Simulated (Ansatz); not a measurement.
## ZrGe: pressure series

Take ZrGe (space group Pnma, No. 62; a cell from a computed database, its experimental status unchecked) as the base.

```
ZrGe
1.0
    7.10244     0.00000     0.00000
    0.00000     3.91529     0.00000
    0.00000     0.00000     5.40939
Zr Ge
4 4
Direct
  0.17728   0.25000   0.63133
  0.82272   0.75000   0.36867
  0.32272   0.75000   0.13133
  0.67728   0.25000   0.86867
  0.04760   0.25000   0.15279
  0.95240   0.75000   0.84721
  0.45240   0.75000   0.65279
  0.54760   0.25000   0.34721
```

Cell and atoms are relaxed at each pressure.

Level of theory: Ansatz (a quantum-chemistry and plane-wave program), r2SCAN, PAW, cutoff 500 eV, no spin-orbit coupling, earlier PAW set.

Notes on the quantities. enthalpy: H = E + PV relative to the base's energy.

| case | enthalpy | shortest interatomic distance | density |
|---|---|---|---|
| base | – | 5.008 bohr | 7.24 g/cm³ |
| pressure 3 GPa | +0.35 eV/atom | 4.959 bohr | (withheld) |
| pressure 7 GPa | +0.80 eV/atom | 4.903 bohr | 7.59 g/cm³ |
| pressure 15 GPa | +1.68 eV/atom | (withheld) | 7.94 g/cm³ |
| pressure 30 GPa | +3.22 eV/atom | 4.685 bohr | 8.50 g/cm³ |
| pressure 50 GPa | +5.15 eV/atom | (withheld) | (withheld) |

Task: Fill in the withheld entries from the trend.

Result: 
- pressure 3 GPa, density: 7.39 g/cm³
- pressure 15 GPa, shortest interatomic distance: 4.811 bohr
- pressure 50 GPa, shortest interatomic distance: 4.564 bohr
- pressure 50 GPa, density: 9.11 g/cm³

Load acts through the strain it causes; cell and atoms are relaxed under it. No phonon test of stability was made. No other phases were tried under pressure. All final runs are without spin polarisation.
